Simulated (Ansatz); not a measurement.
Cubic perovskite KMgF3, treated with PBEsol (PAW; Ansatz, a first-principles code).

Settings: plane-wave cutoff 520 eV, 8×8×8 k mesh, perturbation theory, force constants from a 4×4×4 q mesh, scalar-relativistic PAW data made under PBE.

Computed at the level's own relaxed cell.

```
KMgF3
1.0
    3.99145     0.00000     0.00000
    0.00000     3.99145     0.00000
    0.00000     0.00000     3.99145
K Mg F
1 1 3
Cartesian
  0.00000   0.00000   0.00000
  1.99573   1.99573   1.99573
  1.99573   0.00000   1.99573
  0.00000   1.99573   1.99573
  1.99573   1.99573   0.00000
```

Harmonic phonon frequencies (cm⁻¹; i marks an imaginary mode; at Γ without the LO shift):

| q point | frequencies |
|---|---|
| Γ | 0 0 0 142 142 142 181 181 181 281 281 281 461 461 461 |
| R | 83 83 83 137 137 137 273 273 273 342 342 389 389 389 495 |

No imaginary mode appears at these points.
